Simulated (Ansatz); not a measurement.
Effect of biaxial strain +2.28 %, plane normal [001], relaxed out of plane on TiSi2

Take TiSi2 (space group Cmcm, No. 63; a = 3.527 Å, b = 13.517 Å, c = 3.565 Å) as the base. Axes: x, y, z lie along a, b, c of the conventional cell.

One thing is altered: biaxial strain +2.28 %, plane normal [001], relaxed out of plane (Cartesian); in-plane vectors clamped, the third vector and the atoms free.

All numbers come from r2SCAN (Ansatz, an electronic-structure program, PAW, without spin-orbit coupling). Γ-centred 14×14×13 mesh, Fermi–Dirac width 0.05 eV.

- Volume per atom: 14.66 Å³ (base 14.16 Å³)
- Space group: Cmcm (No. 63) (base Cmcm (No. 63))
- Shortest interatomic distance: 2.382 Å (base 2.380 Å)
- Pressure (mean of the normal stresses, compression positive): -3.7 GPa (base 0.0 GPa)
- Band gap: zero (base zero)
- Out-of-plane strain: -1.08 % (rough)
- Mean in-plane stress (compression positive): -5.5 GPa (rough)

Without a gap, meshes like the base's 14×14×13 leave anisotropic stresses uncertain by several tenths of a GPa, and small strain energies with them. No phonon test of stability was made. All final runs are without spin polarisation.
